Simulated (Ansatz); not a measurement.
The parent structure is BaCu₂S₂ (space group I4/mmm, No. 139; a cell from a computed database, its experimental status unchecked).

BaCu2S2 is taken in the tetragonal space group I4/mmm (No. 139), Pearson symbol tI10. Cell: a = b = 3.8370 Å, c = 12.4056 Å, α = β = γ = 90.00°. Ba on 2a sees 8 S at 3.215 Å (cubic). Cu on 4d sees 4 S at 2.362 Å (tetrahedral). S on 4e is coordinated by 4 Cu at 2.362 Å and 4 Ba at 3.215 Å. (Neighbours: up to the widest gap in distance over summed covalent radii, below 1.35, at either atom; cation-cation and far metal-metal contacts left out.)
(The calculation used a cell of 5 atoms; values per cell refer to that cell.)

Levels (all Ansatz, a quantum-chemistry and plane-wave program, PAW): PBEsol (420 eV, without spin-orbit coupling); HSE06 (420 eV, without spin-orbit coupling).

The geometry is relaxed with PBEsol.

```
Item               Value
---------------  -------
PBEsol band gap  0.36 eV
```

**Question.** Predict the band gap from HSE06.

**Answer.** The band gap grows by 0.96 eV, from 0.36 eV to 1.32 eV.

Single points use the geometry relaxed with PBEsol. No phonon test of stability was made. The final runs are not spin-polarised.
